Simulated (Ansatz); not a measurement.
The reference is CdS in the zinc blende structure (space group F-43m, No. 216; a = 5.757 Å).

All numbers come from Kohn–Sham DFT with the LDA functional, run in Ansatz (a quantum-chemistry and plane-wave program) with PAW and 420 eV plane waves, no spin-orbit coupling.

For the base:

Band gap: 0.95 eV

Perturbation: an isotropic linear strain of −1.00 %, atoms relaxed at fixed cell.

Q: Estimate the effect on the band gap and energy relative to the base.

A: The band gap increases by 0.06 eV (0.95 eV → 1.01 eV); the energy increases by 4.7 meV/atom.

Stability against distortions was not tested.
